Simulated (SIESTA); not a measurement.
SIESTA run on Bi (R-3m, 2 atoms in the cell): self-consistent single point.

Level of theory: SIESTA with GGA PBE, numerical atomic orbitals DZP, PseudoDojo PBE standard norm-conserving potentials (rewritten from UPF to PSML).

The change in words: lattice scaled by 0.98. Reference geometry:
```
Bi
1.0
    4.16582    -2.27500     0.00000
    4.16582     2.27500     0.00000
    2.92342     0.00000     3.73943
Bi
2
Cartesian
  2.63368   0.00000   0.87503
  8.62137   0.00000   2.86440
```

Reference input (self-consistent single point, DFT, GGA PBE, numerical atomic orbitals DZP, PseudoDojo PBE standard norm-conserving potentials (rewritten from UPF to PSML)): XC.functional = GGA; XC.authors = PBE; potentials = PseudoDojo PBE standard; PAO.BasisSize = DZP; PAO.EnergyShift = 0.01 Ry; MeshCutoff = 350 Ry; kgrid.MonkhorstPack = 6 6 6; OccupationFunction = FD; ElectronicTemperature = 100 meV; MaxSCFIterations = 150; SCF.Mixer.Method = Pulay; SCF.Mixer.Weight = 0.1. This run's input differs from it in these lines:

```diff
@@ -9,7 +9,7 @@
 %endblock ChemicalSpeciesLabel
-LatticeConstant              4.746544 Ang
+LatticeConstant              4.651613 Ang
 %block LatticeVectors
-     0.877653210   -0.479296094    0.000000000
-     0.877653210    0.479296094    0.000000000
-     0.615904330    0.000000000    0.787820895
+     0.877653193   -0.479296107    0.000000000
+     0.877653193    0.479296107    0.000000000
+     0.615904419    0.000000000    0.787820913
 %endblock LatticeVectors
@@ -17,4 +17,4 @@
 %block AtomicCoordinatesAndAtomicSpecies
-     4.976939836    0.000000000    1.653559134  1
-    16.292033823   -0.000000000    5.412932890  1
+     4.877401023   -0.000000000    1.620487947  1
+    15.966193094    0.000000000    5.304674219  1
 %endblock AtomicCoordinatesAndAtomicSpecies
```

Output, abridged:

```
        iscf     Eharris(eV)        E_KS(eV)     FreeEng(eV)     dDmax    Ef(eV) dHmax(eV)
   scf:    1    -4450.995831    -4449.479735    -4449.489730  0.511929 -2.834341  2.647490
   scf:    2    -4449.612461    -4449.546948    -4449.556814  0.015226 -2.880259  2.269813
   scf:    3    -4449.846492    -4449.722850    -4449.732207  0.071122 -3.147475  0.084771
   scf:    4    -4449.723955    -4449.723751    -4449.733106  0.007088 -3.169131  0.143259
   scf:    5    -4449.724715    -4449.724388    -4449.733772  0.004658 -3.147345  0.028087
   scf:    6    -4449.724447    -4449.724423    -4449.733810  0.001170 -3.147341  0.002040
   scf:    7    -4449.724423    -4449.724423    -4449.733810  0.000036 -3.147368  0.002040
   scf:    8    -4449.724423    -4449.724423    -4449.733810  0.000072 -3.147221  0.000039
   scf:    9    -4449.724423    -4449.724423    -4449.733810  0.000002 -3.147217  0.000014
SCF Convergence by DM+H criterion
max |DM_out - DM_in|         :     0.0000016738
max |H_out - H_in|      (eV) :     0.0000144702
SCF cycle converged after 9 iterations

Using DM_out to compute the final energy and forces

siesta: E_KS(eV) =            -4449.7244

siesta: E_KS - E_eggbox =     -4449.7244

siesta: Atomic forces (eV/Ang):
     1    0.491774    0.000000    0.163388
     2   -0.491773    0.000000   -0.163387
   Tot    0.000000    0.000000    0.000000
   Max    0.491774
   Res    0.299186    sqrt( Sum f_i^2 / 3N )
   Max    0.491774    constrained

Stress tensor Voigt[x,y,z,yz,xz,xy] (kbar):      -55.63      -60.73      -60.17       -0.00        1.69        0.00
(Free)E + p*V (eV/cell)    -4447.2837
Target enthalpy (eV/cell)    -4449.7338

siesta: Program's energy decomposition (eV):
siesta: FreeEng =     -4449.733810

   [... lines left out ...]
siesta: Cell volume =         66.710634 Ang**3
siesta:          58.84437937         84.49620879  kBar
   [... lines left out ...]

              0.102   0.070
   2 15.000   1.656   0.114   0.738   0.755   0.898   0.181   0.172   0.101
              2.002   1.996   2.005   1.997   2.001   0.071   0.099   0.041

              0.102   0.070

mulliken: Qtot =       30.000

Mulliken Atomic Populations:
Atom #   charge [q] valence [e]  Species
     1     0.000000   15.000000  Bi
     2    -0.000000   15.000000  Bi
 Total    -0.000000
```

The run converged in 9 iterations. Against the reference run the free energy rises by 50.5 meV/atom, the pressure goes from 2.12 to 5.88 GPa and the largest force goes from 0.255 to 0.518 eV/Å.

The starting cell has typed, rounded lattice constants, without a prior relaxation at this level. For this run, on top of that: lattice scaled by 0.98. Values carry the incompleteness of an atom-centred basis. With a pressure of about 6 GPa the cell is away from its equilibrium volume at this level.
